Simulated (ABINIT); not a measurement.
**A short convergence ladder for Li (Im-3m, 1 atom in the cell)**

```xyz
1
Lattice="-1.7502 1.7502 1.7502 1.7502 -1.7502 1.7502 1.7502 1.7502 -1.7502" Properties=species:S:1:pos:R:3 pbc="T T T"
Li     0.0000     0.0000     0.0000
```

Base method: PBEsol, norm-conserving pseudopotentials (PseudoDojo nc-sr-04 PBEsol standard) (plane waves; ABINIT).

Base settings: pseudos = [Li.upf]; ecut = 1007 eV; occopt = 7; tsmear = 0.1 eV; ngkpt = 11 11 11; nshiftk = 1; shiftk = 0 0 0; potentials = PseudoDojo nc-sr-04 PBEsol standard; nband = 7; kptopt = 1.

The count of work is k-points × plane waves × bands × iterations; it is no time. Core times come from one kind of shared machine, to one figure; runs under 30 s give none.

**The size of a vacancy's supercell**

On Li (Im-3m, 2 atoms in the cell), and larger cells.

Steps: 2 x 1 x 1 supercell, one Li atom taken out, nothing relaxed; 2 x 2 x 1 supercell, one Li atom taken out, nothing relaxed; and so on, with the mesh thinned in proportion.

Only quantities that move along the ladder and can be compared are tabulated.

```csv
atoms,unrelaxed vacancy energy (eV),count of work / last,core time / last (rough)
2,0.496,0.18,0.07
4,0.576,0.32,0.1
8,0.610,0.16,0.1
12,0.640,1.0,1
```

State of the unrelaxed vacancy energy at the end of the ladder: still drifting one way, by 0.064 eV over the last two steps, so the last step is no safe reference.

On the base run: the starting cell has typed, rounded lattice constants, without a prior relaxation at this level. Its lattice was rescaled by up to half a per cent.
